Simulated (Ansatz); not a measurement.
# WAl3 (model structure, started from the A15 type, Pm-3n, No. 223, 8 atoms in the cell): bulk modulus B0 by level of theory

No measured value is used here.

```json
[
 {"level (code)": "LDA (Ansatz)", "value (GPa)": "147", "cell (Å³/atom)": "15.21"},
 {"level (code)": "PBE (Ansatz)", "value (GPa)": "135", "cell (Å³/atom)": "15.92"},
 {"level (code)": "PBEsol (Ansatz)", "value (GPa)": "142", "cell (Å³/atom)": "15.56"},
 {"level (code)": "r²SCAN (Ansatz)", "value (GPa)": "146", "cell (Å³/atom)": "15.60"}
]
```

Density-functional levels without +SOC have no spin–orbit coupling. LDA, PBE, PBEsol, r²SCAN: the run has no spin polarisation, so it can have missed a magnetic state. LDA, PBE, PBEsol, r²SCAN: the bulk modulus is −V dP/dV from two relaxed cells at ±2 % in volume. Each level is taken at its own relaxed cell. Cutoffs differ between the levels. Ansatz's density-functional and Hartree–Fock values are scalar-relativistic unless marked +SOC, with PAW data made under PBE.

A model structure was made by putting elements into a prototype or built by hand; it is no filed structure, need not be a known phase, and can be a saddle point held by its symmetry.

Ansatz is a program for electronic structure.
